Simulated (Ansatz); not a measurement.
**A computed series for Sr: response to strain**

Consider Sr in the fcc (Cu type) structure (space group Fm-3m, No. 225).

```xyz
1
Lattice="0.0000 2.9613 2.9613 2.9613 0.0000 2.9613 2.9613 2.9613 0.0000" Properties=species:S:1:pos:R:3 pbc="T T T"
Sr     0.0000     0.0000     0.0000
```

Strains are applied to the cell and any free atomic positions relax.

All numbers come from PBEsol (Ansatz, a program for electronic structure), no SOC.

Candidates:
(a) isotropic strain −2.50 %
(b) isotropic strain +1.00 %
(c) isotropic strain +2.00 %
(d) isotropic strain +0.50 %
(e) isotropic strain −2.00 %

Notes on the quantities. energy relative to the base: free energy F.

**Question.** Order them by energy relative to the base, lowest first.

**Answer.** (d) isotropic strain +0.50 % (+0.4 meV/atom), (b) isotropic strain +1.00 % (+1.8 meV/atom), (c) isotropic strain +2.00 % (+6.8 meV/atom), (e) isotropic strain −2.00 % (+7.6 meV/atom), (a) isotropic strain −2.50 % (+12 meV/atom)

Stability against distortions was not tested.
